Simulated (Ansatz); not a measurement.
Fluorite HfO2 (high-temperature phase), treated with PBE+SOC (Ansatz, a first-principles code, plane waves, PAW).

Run with plane-wave cutoff 520 eV, 8×8×8 k mesh, PAW data made under PBE.

Computed at the level's own relaxed cell.

Elastic tensor (GPa, Voigt notation, ions relaxed):

```
  547.3    96.1    96.1     0.0     0.0     0.0
   96.1   547.3    96.1     0.0     0.0     0.0
   96.1    96.1   547.3     0.0     0.0     0.0
    0.0     0.0     0.0    64.6     0.0     0.0
    0.0     0.0     0.0     0.0    64.6     0.0
    0.0     0.0     0.0     0.0     0.0    64.6
```

Problem. Work out the Voigt, Reuss and Hill averages of the bulk and shear moduli, Young's modulus and Poisson's ratio from the printed constants.

Solution. K_V = [C11 + C22 + C33 + 2(C12 + C13 + C23)]/9 = [1641.9 + 2 × 288.3]/9 = 246.5 GPa. G_V = [1641.9 − 288.3 + 3 × 193.8]/15 = 129.0 GPa. From the compliances S = C⁻¹, K_R = 246.5 and G_R = 90.4 GPa. Hill means: K = 246.5, G = 109.7 GPa. E = 9KG/(3K + G) = 287 GPa, ν = (3K − 2G)/(6K + 2G) = 0.31, K/G = 2.25.

Note: symmetry holds this phase in the static calculation, where it need not be a minimum; held by symmetry at 0 K, a high-temperature phase can be a saddle point.

Computed values are for the static lattice.
